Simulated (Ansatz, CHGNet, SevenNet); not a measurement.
# Volume per atom of SiNi (Pnma, No. 62): levels of theory against measurement

Reference value: 12.09 Å³/atom (measured, temperature not stated, not corrected to a static lattice, from a published cell, temperature and pressure not stated; as tabulated in Kristallografiya 47, 40 (2002)).

What do CHGNet 0.3.0, CHGNet-r²SCAN, SevenNet-0, LDA, PBE, PBEsol, PBE-D3(BJ), PBE-D4, r²SCAN, r²SCAN-D4, r²SCAN+rVV10 give, and how far is each from the reference?


```csv
level (code),value (Å³/atom),difference (%)
CHGNet 0.3.0 (CHGNet),12.17,+0.7
CHGNet-r²SCAN (CHGNet),11.94,-1.2
SevenNet-0 (SevenNet),12.18,+0.7
LDA (Ansatz),11.52,-4.7
PBE (Ansatz),12.22,+1.1
PBEsol (Ansatz),11.80,-2.4
PBE-D3(BJ) (Ansatz),11.80,-2.4
PBE-D4 (Ansatz),11.83,-2.2
r²SCAN (Ansatz),11.90,-1.6
r²SCAN-D4 (Ansatz),11.77,-2.6
r²SCAN+rVV10 (Ansatz),11.82,-2.2
```

The reference's temperature isn't stated, so close values are not ranked against it. Off by more than 3.8 % (a bound picked here): LDA (-4.7 %).

The measured value isn't corrected to a static lattice, so vibrations enter the comparison. A static lattice is as a rule a little smaller than the measured one. The crystal itself was run without spin with LDA, PBE, PBEsol, PBE-D3(BJ), PBE-D4, r²SCAN, r²SCAN-D4, r²SCAN+rVV10. Ansatz's density-functional and Hartree–Fock values are scalar-relativistic unless marked +SOC, with PAW data made under PBE.

Machine-learned potentials (CHGNet 0.3.0, CHGNet-r²SCAN, SevenNet-0) are trained on DFT data, which may include these solids.

Differences are worked out from the printed values.

Ansatz is a quantum-chemistry and plane-wave program.
